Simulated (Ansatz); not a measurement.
The reference is SiS$_{2}$ (space group Ibam, No. 72; a = 6.387 Å, b = 11.126 Å, c = 5.592 Å; made of chains). Axes: x, y, z lie along a, b, c of the conventional cell.

Perturbation: biaxial strain −0.55 %, plane normal [001], relaxed out of plane (Cartesian); in-plane vectors clamped, the third vector and the atoms free.

Levels (all Ansatz, a quantum-chemistry and plane-wave program, PAW, earlier PAW set): PBE (420 eV, without spin-orbit coupling); r2SCAN (500 eV, scalar-relativistic without spin-orbit coupling); HSE06 (420 eV, without spin-orbit coupling); PBE+SOC (420 eV, spin-orbit coupling included).

One geometry, relaxed with PBE, under each level:

```json
[
 {"level": "PBE", "band gap": "3.09 eV", "lowest conduction level above the VBM at special points": "G₀ 3.11 eV; Λ₀ 3.11 eV; X 3.37 eV; S 3.39 eV", "pressure": "0.01 GPa"},
 {"level": "r2SCAN", "band gap": "3.51 eV", "lowest conduction level above the VBM at special points": "G₀ 3.52 eV; Λ₀ 3.52 eV; X 3.82 eV; S 3.82 eV", "pressure": "-1.30 GPa"},
 {"level": "HSE06", "band gap": "?", "lowest conduction level above the VBM at special points": "?", "pressure": "–"},
 {"level": "PBE+SOC", "band gap": "3.09 eV", "lowest conduction level above the VBM at special points": "G₀ 3.11 eV; Λ₀ 3.11 eV; X 3.37 eV; S 3.39 eV", "pressure": "0.01 GPa"}
]
```

Problem. Give the withheld HSE06 results.

Solution. 
- HSE06, band gap: 4.23 eV
- HSE06, lowest conduction level above the VBM at special points: G₀ 4.24 eV; Λ₀ 4.24 eV; X 4.57 eV; Γ 5.02 eV

A biaxial case was relaxed in a doubled cell and then solved in the primitive one. Single points use the geometry relaxed with PBE. Their cutoffs differ, which shifts pressures a little. The hybrid gap comes from the SCF mesh plus the semilocal run's edge points and a few special points and is an upper bound. Differences between runs with and without spin-orbit coupling are approximate. No phonon test of stability was made. No dispersion term is included, though the crystal is made of layers, chains or molecules, so its spacings can come out too wide.
